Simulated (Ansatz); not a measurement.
## HgTe: response to strain

Start from HgTe in the zinc blende structure (space group F-43m, No. 216; a = 6.5098 Å).

Strains are applied to the cell and any free atomic positions relax.

Calculations: PBEsol (Ansatz, an electronic-structure program), no spin-orbit coupling.

Notes on the quantities. energy relative to the base: free energy F.

```
variant                   volume per atom  energy relative to the base  pressure
------------------------  ---------------  ---------------------------  --------
base                             34.48 Å³                   0 meV/atom   0.0 GPa
isotropic strain −3.00 %         31.47 Å³                 +42 meV/atom   4.9 GPa
isotropic strain −2.00 %         32.46 Å³                 +18 meV/atom   3.0 GPa
isotropic strain −1.00 %         33.46 Å³                            ?         ?
isotropic strain −0.50 %         33.97 Å³                +1.0 meV/atom   0.7 GPa
isotropic strain +0.50 %         35.00 Å³                +1.0 meV/atom  -0.6 GPa
isotropic strain +1.00 %         35.53 Å³                +3.9 meV/atom  -1.2 GPa
isotropic strain +2.00 %         36.59 Å³                 +15 meV/atom  -2.1 GPa
isotropic strain +2.50 %         37.13 Å³                 +23 meV/atom  -2.6 GPa
isotropic strain +3.00 %         37.68 Å³                 +32 meV/atom  -3.0 GPa
```

Problem. Fill in the withheld entries from the trend.

Solution. 
- isotropic strain −1.00 %, energy relative to the base: +4.3 meV/atom
- isotropic strain −1.00 %, pressure: 1.4 GPa

A case with no gap was solved on a k-mesh chosen for an insulator, which is coarse for it. Whether these cells are dynamically stable was not tested. The final runs are not spin-polarised.
